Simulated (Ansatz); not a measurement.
Co_Ru in hcp Ru (start: the Ru site; 48-site cell, 4×4×4 shifted sampling), host crystal and elements as references (Δμ(Ru) = 0.00 eV, Δμ(Co) = 0.00 eV; Co taken from its element, since no compound that bounds it was computed at this level; only phases computed here count, gases as isolated molecules at 0 K). Level of theory: PBE, PAW (plane waves to 420 eV; Ansatz, a first-principles code). In charge state 0 (moment 0.0 μB) the formation energy is 0.35 eV. The crystal has 7.26 × 10^22 Ru sites per cm³.

### Question
Estimate the equilibrium concentration at 1100 K in the dilute limit, leaving out vibrational entropy and degeneracy.

### Answer
kT = 0.0948 eV; c = N exp(−E_f / kT) = 7.26 × 10^22 × exp(−3.7) ≈ 2 × 10^21 cm^-3. An error of 0.2 eV in E_f moves this by a factor of 8.
